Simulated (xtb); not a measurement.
xtb 6.7.1, GFN2-xTB: Si(OH)3(Ph) (O[Si](O)(O)c1ccccc1), 18 atoms. The geometry is a generated start, not checked to be a minimum at this level.

* **method**: GFN2-xTB
* **--acc**: 1 (default)
* **--etemp (K)**: 300 (default)
* **detailed input (--input)**: none: ANC optimiser, Lindh (1995) Hessian, microcycle=20, maxdispl=1.0, hlow=0.01 (default)
* **basis functions**: 54
* **valence electrons**: 54

```xyz
18

O     -1.6612     1.8347     1.5707
Si    -1.6962     0.8928     0.2366
O     -2.0541     1.7355    -1.1081
O     -2.9226    -0.1561     0.4599
C     -0.0288     0.0440    -0.0172
C      0.7367    -0.3621     1.0734
C      1.9452    -1.0122     0.9024
C      2.4177    -1.2708    -0.3731
C      1.6737    -0.8698    -1.4698
C      0.4657    -0.2210    -1.2905
H     -1.1743     2.6533     1.5502
H     -2.8949     1.5841    -1.5295
H     -2.9938    -0.6211     1.2881
H      0.3773    -0.1614     2.0731
H      2.5198    -1.3182     1.7655
H      3.3592    -1.7804    -0.5134
H      2.0381    -1.0644    -2.4686
H     -0.1074     0.0932    -2.1496
```

The structure is relaxed from this start with --opt LEVEL for the levels crude, sloppy, loose, lax, normal, tight, vtight, extreme, once each. Up to the end of the extreme run atoms move by at most 0.25 Å along an axis.

Q: What is the loosest level that ends within 1 meV of the extreme run, and how many cycles does it take?

A: vtight: 39 cycles against 44, ending 0.0062 meV above.

```csv
level,cycles,energy above the extreme run (meV),gradient norm (eV/Å)
crude,1,4.4,0.14
sloppy,1,4.4,0.14
loose,1,4.4,0.14
lax,2,4.0,0.080
normal,6,3.0,0.049
tight,9,2.9,0.017
vtight,39,under 0.01,0.0040
extreme,44,—,0.0014
```
